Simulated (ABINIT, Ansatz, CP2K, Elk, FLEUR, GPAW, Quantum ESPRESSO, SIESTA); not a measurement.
# One structure in several programs: PbF2 (Fm-3m, 3 atoms in the cell)

Self-consistent single point.

```
PbF2
1.0
    0.00000     2.91920     2.91920
    2.91920     0.00000     2.91920
    2.91920     2.91920     0.00000
Pb F
1 2
Direct
  0.00000   0.00000   0.00000
  0.75000   0.75000   0.75000
  0.25000   0.25000   0.25000
```

All programs got the same cell, k-point mesh and kind of occupations (some realise fixed ones as a very narrow smearing) (in Ansatz's words: kpoints.mp_grid.grid = 10 10 10; scf.occupations.method = fixed); potentials, basis and cutoffs are each program's usual ones.

```json
[
 {"code": "GPAW", "model": "PBE, GPAW PAW datasets PBE (gpaw-data 1.0.1)", "pressure (GPa)": "–", "gap on the mesh (eV)": "4.343", "k-points": "47", "cutoff": "900 eV"},
 {"code": "Ansatz", "model": "PBE, default PAW files", "pressure (GPa)": "6.19", "gap on the mesh (eV)": "4.419", "k-points": "47", "cutoff": "default"},
 {"code": "FLEUR", "model": "PBE, all-electron FLAPW (FLEUR), scalar-relativistic valence", "pressure (GPa)": "–", "gap on the mesh (eV)": "4.562", "k-points": "47", "cutoff": "Kmax 3.8 1/bohr"},
 {"code": "ABINIT", "model": "PBE, PAW (JTH v2.0 PBE PAW)", "pressure (GPa)": "6.21", "gap on the mesh (eV)": "4.416", "k-points": "47", "cutoff": "653 eV"},
 {"code": "Quantum ESPRESSO", "model": "PBE, SSSP 1.1.2 efficiency (PBE) pseudopotentials", "pressure (GPa)": "6.70", "gap on the mesh (eV)": "4.414", "k-points": "47", "cutoff": "55 Ry"},
 {"code": "CP2K", "model": "PBE, GPW, DZVP-MOLOPT-SR-GTH basis, GTH-PBE potentials (GTH_POTENTIALS)", "pressure (GPa)": "6.78", "gap on the mesh (eV)": "4.350", "k-points": "504", "cutoff": "grid 550 Ry"},
 {"code": "SIESTA", "model": "GGA PBE, numerical atomic orbitals DZP, PseudoDojo PBE standard norm-conserving potentials (rewritten from UPF to PSML)", "pressure (GPa)": "4.15", "gap on the mesh (eV)": "4.348", "k-points": "560", "cutoff": "grid 350 Ry"},
 {"code": "Elk", "model": "PBE, all-electron FP-LAPW, Elk's shipped species files, APW+lo basis with extra local orbitals", "pressure (GPa)": "–", "gap on the mesh (eV)": "4.427", "k-points": "47", "cutoff": "rgkmax 8"}
]
```

A dash marks a value that a program does not give, or that is left out as unsure.

Gaps are read on the mesh.

The spread over the programs that give each value: pressure within 2.63 GPa; gap on the mesh within 0.219 eV.

The starting cell comes from a database of computed structures (which also holds hypothetical and non-ambient phases and stackings), without a prior relaxation at this level. Its lattice was rescaled by a random factor within 2.5 % of one. On Ansatz's run: Spin-orbit coupling is off. In the base run, with a pressure of about 7 GPa the cell is away from its equilibrium volume at this level.

Q: Why do the programs differ, and what cannot be compared?

A: Differences of this kind can come from the potentials, where these differ, and from what each basis and cutoff leave unconverged. The valence holds different numbers of electrons (GPAW 28, Ansatz (a first-principles code) 28, FLEUR 28, ABINIT 28, Quantum ESPRESSO 28, CP2K 18, SIESTA 28). The zero of total energies and Fermi levels follows the potentials and each program's conventions, so they are not compared here. CP2K and SIESTA use small atom-centred bases, whose incompleteness enters pressures, forces and empty levels differently from a plane-wave cutoff. FLEUR and Elk treat all electrons, but the usual bases taken here (sphere radii, linearisation, local orbitals, empty states) were not tested for convergence, so the values are no reference for the others. Ansatz's pressure is given at a fixed set of plane waves, as the other plane-wave codes print theirs; with its correction for the finite basis it is 6.67 GPa (the shift of 0.47 GPa shows how far the cutoff is from converged). The pressure of GPAW is left out: its cutoff lies under the one at which its stress was checked. The programs reduce the same mesh by symmetry to different extents, which changes the work and not the result. In the pressure, SIESTA (by 2.06) lies more than 1 GPa from the median of the plane-wave programs. In the gap, FLEUR (by 0.147) lies more than 0.12 eV from the median of the plane-wave programs.

Keys are those of Ansatz 0.2.
